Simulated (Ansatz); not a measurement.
# Pressure series in HfO2

The reference is HfO2 in the fluorite structure (space group Fm-3m, No. 225; a = 5.0589 Å).

Cell and atoms are relaxed at each pressure.

Calculations: r2SCAN/PAW in Ansatz (a program for electronic structure), no spin-orbit coupling, earlier PAW set.

Candidates:
(a) pressure 18 GPa
(b) pressure 45 GPa
(c) pressure 4.2 GPa
(d) pressure −2 GPa
(e) pressure 30 GPa

Before the change:

- Band gap = 4.30 eV

Problem. Order them by band gap, highest first.

Solution. (b) pressure 45 GPa (4.63 eV), (e) pressure 30 GPa (4.54 eV), (a) pressure 18 GPa (4.46 eV), (c) pressure 4.2 GPa (4.34 eV), (d) pressure −2 GPa (4.28 eV)

Spin-orbit coupling, missing from the scalar runs, can matter with Hf. Load acts through the strain it causes; cell and atoms are relaxed under it. Whether these cells are dynamically stable was not tested. Competing high-pressure phases were not computed. This is not the structure that HfO2 has at room temperature and ambient pressure.
